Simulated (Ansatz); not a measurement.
System: SnO2 (model structure, started from the tetragonal ZrO2 type, P4₂/nmc, No. 137, 6 atoms in the cell). Method: PBEsol (Ansatz, a quantum-chemistry and plane-wave program, plane waves, PAW).

Settings: plane-wave cutoff 520 eV, 10×10×8 k mesh (along the axes of the cell as run), Fermi–Dirac smearing 0.01 eV, scalar-relativistic PAW data made under PBE.

Cell (relaxed at this level):

```
SnO2
1.0
    3.55766     0.00000     0.00000
    0.00000     3.55766     0.00000
    0.00000     0.00000     5.40230
Sn O
2 4
Direct
  0.00000   0.00000   0.00000
  0.50000   0.50000   0.50000
  0.00000   0.50000   0.18203
  0.00000   0.50000   0.68203
  0.50000   0.00000   0.31797
  0.50000   0.00000   0.81797
```

### Question
What does this level give for the band gap and bulk modulus B0?

### Answer

- band gap: 0.93 eV (on the SCF k mesh)
- bulk modulus B0: 152 GPa

Note: the bulk modulus is −V dP/dV from two relaxed cells at ±2 % in volume; the relaxation could raise the start's symmetry but not lower it, so the cell can be a saddle point.

Spin–orbit coupling is not included.

A model structure was made by putting elements into a prototype or built by hand; it is no filed structure, need not be a known phase, and can be a saddle point held by its symmetry.
